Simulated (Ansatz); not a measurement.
Input:

```yaml
crystal:
  lattice:
    - [0.06534, 3.26715, 3.26715]
    - [3.26715, 0.06534, 3.26715]
    - [3.33249, 3.33249, 0.00000]
  atoms:
    - { symbol: Te, position: [0.50000, 0.50000, 0.50000] }
    - { symbol: Pb, position: [0.00000, 0.00000, 0.00000] }
```

No spin polarisation.

All numbers come from r2SCAN (Ansatz, a first-principles code), without spin-orbit coupling. k-mesh 9×9×9 (Γ-centred); smearing 0.05 eV (Fermi–Dirac).

### Question
Predict the smallest direct gap and space group.

### Answer
```json
{
  "smallest_direct_gap": "1.04 eV",
  "space_group": "Immm (No. 71)"
}
```

With Pb and Te present, leaving out spin-orbit coupling can change the band edges. The cells carry an imposed strain or load. Whether these cells are dynamically stable was not tested. The cell was made from PbTe in the rock salt structure (space group Fm-3m, No. 225) by this change: tensor shear ε_xy = +2.00 %.
